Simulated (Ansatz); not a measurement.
RbOH: pressure series

The reference is RbOH (space group P2_1/m, No. 11; a cell from a computed database, its experimental status unchecked).

```
RbOH
1.0
    4.14705     0.00000     0.00000
    0.00000     4.11872     0.00000
   -1.48633     0.00000     5.77018
Rb H O
2 2 2
Cartesian
  0.29196   1.02968   1.67274
  2.36877   3.08904   4.09744
  0.59898   1.02968   5.32012
  2.06174   3.08904   0.45006
  0.20979   1.02968   4.42723
  2.45094   3.08904   1.34294
```

Cell and atoms are relaxed at each pressure.

All numbers come from PBEsol, PAW, 420 eV (Ansatz, an electronic-structure program; without spin-orbit coupling).

| pressure (GPa) | volume per atom (Å³/atom) |
|---|---|
| 0 | 16.426 |
| 0.9 | ? |
| 2.1 | 15.077 |
| 4.5 | 14.111 |
| 9 | 12.922 |
| 15 | 11.891 |
| 22.5 | 11.008 |

Q: Fit the third-order Birch–Murnaghan form P(V) = (3B₀/2)[(V₀/V)^(7/3) − (V₀/V)^(5/3)]·[1 + (3/4)(B₀′ − 4)((V₀/V)^(2/3) − 1)] (squares taken in P) to the rows shown and predict the withheld row.

A: Least squares on the printed values gives V₀ = 16.388 Å³/atom, B₀ = 20.9 GPa, B₀′ = 5.0; this predicts 15.760 Å³/atom, and the run gives 15.755 Å³/atom, 0.005 lower.

Load acts through the strain it causes; cell and atoms are relaxed under it. Whether these cells are dynamically stable was not tested. Competing high-pressure phases were not computed.
